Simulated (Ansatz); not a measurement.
Take Cs2AgBiBr6 (space group Fm-3m, No. 225; a = 11.344 Å) as the base. Axes: x, y, z lie along the cube axes.

Perturbation: the cell is stretched by 0.39 % along z with no lateral relaxation; the atoms relax in the strained cell.

Computed with r2SCAN (Ansatz, an electronic-structure program), spin-orbit coupling left out, earlier PAW set.

Give the band edges at the high-symmetry points of the new zone, measured from its valence-band maximum.


| point | valence edge (eV) | conduction edge (eV) |
|---|---|---|
| Γ | -0.64 | 2.64 |
| X | 0.00 | 3.09 |
| P | -0.09 | 2.96 |
| N | -1.23 | 1.67 |
| M | -0.03 | 3.09 |
| S | -0.22 | 2.64 |
| S₀ | -0.22 | 2.64 |
| R | -0.12 | 2.95 |
| G | -0.12 | 2.95 |

The gap is 1.67 eV, indirect, X → N.

With Bi present, leaving out spin-orbit coupling can change the band edges. Stability against distortions was not tested. Labels are those of the standard path for the cell's own space group.
